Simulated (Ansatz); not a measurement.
Ansatz (a program for electronic structure) run on Fe2B (P6_3/mmc, 6 atoms in the cell): self-consistent single point.

Level of theory: PBEsol, default PAW files made with PBE (plane waves; Ansatz).

```xyz
6
Lattice="3.5088 0.0000 0.0000 -1.7544 3.0387 0.0000 0.0000 0.0000 4.2993" Properties=species:S:1:pos:R:3 pbc="T T T"
B      0.0000     2.0258     1.0748
B      1.7544     1.0129     3.2245
Fe     0.0000     0.0000     0.0000
Fe     0.0000     0.0000     2.1496
Fe     0.0000     2.0258     3.2245
Fe     1.7544     1.0129     1.0748
```
Moments meant for the start (each program seeds them in its own way; μB, in the order of the atoms B B Fe Fe Fe Fe): 0.0 0.0 4.0 4.0 4.0 4.0.

Reference input (self-consistent single point, DFT, PBEsol, plane waves, default PAW files made with PBE): basis.ecutwfc = 420 eV; kpoints.mp_grid.grid = 9 9 6; hamiltonian.xc = pbesol; hamiltonian.pseudopotentials = {kind: paw} (the program's default PAW files); magnetization.spin_polarized = true; scf.occupations.method = methfessel_paxton; scf.occupations.width = 0.2 eV. This run's input differs from it in these lines:

Ansatz 0.2 input:
```diff
@@ -14,3 +14,3 @@
 basis:
-  ecutwfc: 420.0 eV
+  ecutwfc: 335.0 eV
 kpoints:
```

Output (repeated stretches shortened):

```
SCF iter   1: F=—  HF=-18104.415922 eV  |F-HF|=—  |Δ(HF+E_count)|=         —  Δρ=3.80e-1 (↑3.80e-1 ↓1.88e-1)  dr2=1.76e1  dr2_m=3.25e1  M=5.529 μB ∫|m|=5.775 μB  β_m=0.30  ethr=3.10e-3  ⟨swp⟩=6.0  Hψ=17785  notcnv=0  defer=7
Mixer restart at iter 1: flushing history
all-band conjugate gradients solve this SCF's bands
preconditioner: auto → Kerker (q_TF=auto, 2.928 Å⁻¹)
   [... lines left out ...]
SCF iter  20: F=-18099.930070 eV  HF=-18099.930070 eV  |F-HF|=1.81e-7  |Δ(HF+E_count)|=   4.46e-9  S|Δr|=    0.00e0  Δρ=1.26e-5 (↑8.35e-6 ↓1.26e-5)  dr2=1.85e-7  dr2_m=2.36e-9  M=4.299 μB ∫|m|=4.506 μB  β_m=0.90  ethr=1.43e-10  ⟨swp⟩=8.2  Hψ=17532  notcnv=0
SCF iter  21: F=-18099.930070 eV  HF=-18099.930070 eV  |F-HF|=1.24e-10  |Δ(HF+E_count)|=   1.09e-8  S|Δr|=    0.00e0  Δρ=3.91e-7 (↑3.09e-7 ↓3.91e-7)  dr2=1.02e-10  dr2_m=8.49e-12  M=4.299 μB ∫|m|=4.506 μB  ethr=1.43e-10  ⟨swp⟩=2.7  Hψ=12543  notcnv=0
SCF 1 converged in 21 iterations: F = -18099.930070 eV  dr2 = 1.02e-10
Stability not checked (fill_not_monotonic)
Magnetization: 4.2991 μB (37.1496 up, 32.8504 down)
Absolute magnetization: 4.5069 μB (∫|ρ↑−ρ↓|, with the PAW one-centre terms)
Spin contamination: 0.0750 ħ² per cell (⟨S²⟩ above its minimum at these occupations)
   [... lines left out ...]
Free energy (F): -18099.930070 eV
Fermi energy:    22.759229 eV
   [... lines left out ...]
  atom   1  B     -0.00000000     0.00000000     0.00000000
   [... zero for the other atoms too ...]
--- Stress (GPa, compression-positive) ---
       53.193924      -0.000000      -0.000000
        0.000000      53.193924       0.000000
       -0.000000       0.000000      50.059165
  P = ⅓ Tr σ = 52.1490 GPa (521.490 kbar)
  The stress holds the Pulay correction. Without it, at fixed plane waves, as pw.x and ABINIT print it: P = 34.6841 GPa
```

The run converged in 21 iterations. Against the reference run the free energy goes up by 74.0 meV/atom, the pressure goes from 49.50 to 52.15 GPa and the size of the net moment stays at 0.72 μB/atom.

The starting cell was generated: these elements placed on a structure prototype, without a prior relaxation; it need not be a known phase or ordering of this composition. The magnetic order is the one reached from the typed start; others were not searched systematically. Ansatz's pressure includes its estimate of the finite-basis (Pulay) stress. Without the estimate this run gives 34.68 GPa. The cutoff lies below the one recommended for these files.
